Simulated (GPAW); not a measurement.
Input and output of a self-consistent single point for SnS (F-43m, 2 atoms in the cell) (GPAW)

Method of the run: PBEsol, GPAW PAW datasets PBEsol (made by gpaw-setup) (plane waves; GPAW).

The input file:

```python
from ase import Atoms
from ase.units import GPa
from gpaw import GPAW

atoms = Atoms(['Sn', 'S'],
              cell=[[0.000000, 3.265140, 3.265140],
                    [3.265140, 0.000000, 3.265140],
                    [3.265140, 3.265140, 0.000000]],
              scaled_positions=[[0.000000, 0.000000, 0.000000],
                                [0.750000, 0.750000, 0.750000]],
              pbc=True)

calc = GPAW(mode={'name': 'pw', 'ecut': 550},
            xc='PBEsol',
            kpts=(5, 5, 5),
            occupations={'name': 'methfessel-paxton', 'width': 0.1, 'order': 0},
            nbands=-4,
            convergence={'density': 1e-05, 'energy': 1e-05, 'bands': -2},
            symmetry={'symmorphic': False, 'tolerance': 0.0005},
            maxiter=150,
            txt='-')

atoms.calc = calc

energy = atoms.get_potential_energy()
print('Energy (eV):', round(energy, 6))
forces = atoms.get_forces()
print('Forces (eV/Ang):')
print(forces.round(5))
stress = atoms.get_stress()
print('Stress (GPa, Voigt):', (stress / GPa).round(4))
```

Output, abridged:

```
Input parameters:
  convergence: {bands: -2,
                density: 1e-05,
                energy: 1e-05}
  kpts: [5 5 5]
  maxiter: 150
  mode: {ecut: 550,
         name: pw}
  nbands: -4
  occupations: {name: methfessel-paxton,
                order: 0,
                width: 0.1}
  symmetry: {symmorphic: False,
             tolerance: 0.0005}
  xc: PBEsol

species:
  Sn:
    name: Tin
    Z: 50.0
    valence: 14
    core: 36
    charge: 0.0
    file: Sn.PBEsol.gz

    # Using partial waves for Sn as LCAO basis

  S:
    name: Sulfur
    Z: 16.0
    valence: 6
    core: 10
    charge: 0.0
    file: S.PBEsol.gz

    # Using partial waves for S as LCAO basis

Reference energy: -178776.102675  # eV

Spin-paired calculation

Convergence criteria:
 Maximum [total energy] change in last 3 cyles: 1e-05 eV / valence electron
 Maximum integral of absolute [dens]ity change: 1e-05 electrons / valence electron
 Maximum integral of absolute [eigenst]ate change: 4e-08 eV^2 / valence electron
 Maximum number of scf [iter]ations: 150

Symmetries present (total): 24
Symmetries with fractional translations: 0
125 k-points: 5 x 5 x 5 Monkhorst-Pack grid
10 k-points in the irreducible part of the Brillouin zone
       k-points in crystal coordinates                weights
   0:     0.00000000    0.00000000    0.00000000          1/125
   1:     0.20000000    0.20000000    0.00000000          6/125
   2:     0.20000000    0.20000000    0.20000000          8/125
   [... 7 lines left out ...]

Wave functions: Plane wave expansion
  Cutoff energy: 550.000 eV
  Number of coefficients (min, max): 2017, 2085
  Pulay-stress correction: 0.000000 eV/Ang^3 (de/decut=0.000000)

Occupation numbers: Methfessel-Paxton:
  width: 0.1000  # eV
  order: 0

Eigensolver

Densities:
  Coarse grid: 25*25*25 grid
  Fine grid: 50*50*50 grid
  Total Charge: 0.000000

Density mixing:
  Method: separate
  Backend: pulay
  Linear mixing parameter: 0.05
  old densities: 5
  Damping of long wavelength oscillations: 50

Hamiltonian:
  XC and Coulomb potentials evaluated on a 50*50*50 grid
  External potential:
    NoExternalPotential

XC parameters: PBEsol with 2 nearest neighbor stencil

Number of atoms: 2
Number of atomic orbitals: 13
Number of bands in calculation: 14
Number of valence electrons: 20
Bands to converge: 12

Density initialized from atomic densities
  13 bands from LCAO basis set
  1 band from random numbers

Atomic positions and initial magnetic moments

Positions:
   0 Sn     0.000000    0.000000    0.000000    ( 0.0000,  0.0000,  0.0000)
   1 S      4.897710    4.897710    4.897710    ( 0.0000,  0.0000,  0.0000)

Unit cell:
           periodic     x           y           z      points  spacing
  1. axis:    yes    0.000000    3.265140    3.265140    25     0.1508
  2. axis:    yes    3.265140    0.000000    3.265140    25     0.1508
  3. axis:    yes    3.265140    3.265140    0.000000    25     0.1508

  Lengths:   4.617605   4.617605   4.617605
  Angles:   60.000000  60.000000  60.000000

Effective grid spacing dv^(1/3) = 0.1646

     iter     time        total  log10-change:
                         energy   eigst   dens
iter:   1 --:--:--    -9.465731   +0.46
iter:   2 --:--:--    -9.353580   -0.49  -1.15
iter:   3 --:--:--    -9.027208   -1.14  -1.20
iter:   4 --:--:--    -9.016869   -1.86  -1.57
iter:   5 --:--:--    -9.014981   -2.97  -1.68
iter:   6 --:--:--    -9.010910   -3.22  -2.28
iter:   7 --:--:--    -9.011020   -4.00  -2.87
iter:   8 --:--:--    -9.011035c  -4.90  -2.77
iter:   9 --:--:--    -9.010997c  -5.73  -3.27
iter:  10 --:--:--    -9.010992c  -6.71  -3.71
iter:  11 --:--:--    -9.010980c  -5.84  -3.75
iter:  12 --:--:--    -9.010980c  -6.93  -4.23
iter:  13 --:--:--    -9.010981c  -7.49c -4.31
iter:  14 --:--:--    -9.010980c  -8.10c -4.29
iter:  15 --:--:--    -9.010981c  -8.45c -4.30
iter:  16 --:--:--    -9.010981c  -6.69  -4.27
iter:  17 --:--:--    -9.010980c  -8.08c -4.64
iter:  18 --:--:--    -9.010980c  -7.93c -4.97
iter:  19 --:--:--    -9.010980c  -9.53c -5.36c

Converged after 19 iterations.

Dipole moment: (1.999701, 1.999701, 1.999701) |e|*Ang

Energy contributions relative to reference atoms: (reference = -178776.102675)

Kinetic:         +7.582735
Potential:       -9.351146
External:        +0.000000
XC:              -7.321628
Entropy (-ST):   -0.000104
Local:           +0.079111
SIC:             +0.000000
--------------------------
Free energy:     -9.011032
Extrapolated:    -9.010980

Showing only first 2 kpts
 Kpt  Band  Eigenvalues  Occupancy
  0     8      0.71558    2.00000
  0     9      0.71558    2.00000
  0    10      4.85393    0.00000
  0    11      4.85393    0.00000

  1     8      0.22897    2.00000
  1     9      1.73714    2.00000
  1    10      3.97749    0.00000
  1    11      5.71479    0.00000

Fermi level: 3.07082

Gap: 0.430 eV
Transition (v -> c):
  (s=0, k=3, n=9, [0.40, 0.20, -0.20]) -> (s=0, k=7, n=10, [0.40, 0.40, 0.00])
Direct/indirect transitions are different
Direct gap: 0.790 eV
Transition at: (s=0, k=7, n=9, [0.40, 0.40, 0.00])
Energy (eV): -9.01098

Forces in eV/Ang:
  0 Sn   -0.00000    0.00000    0.00000
  1 S     0.00000   -0.00000   -0.00000

Stress tensor:
     0.012181     0.000000    -0.000000
     0.000000     0.012181     0.000000
    -0.000000     0.000000     0.012181
Stress (GPa, Voigt): [ 1.9516  1.9516  1.9516  0.     -0.      0.    ]
```

The run converged in 19 iterations. GPAW prints stress with tension positive.

The starting cell comes from a database of computed structures (which also holds hypothetical and non-ambient phases and stackings), without a prior relaxation at this level. Another mesh or the band path of this cell gives a smaller gap, so this value is not converged in the mesh.
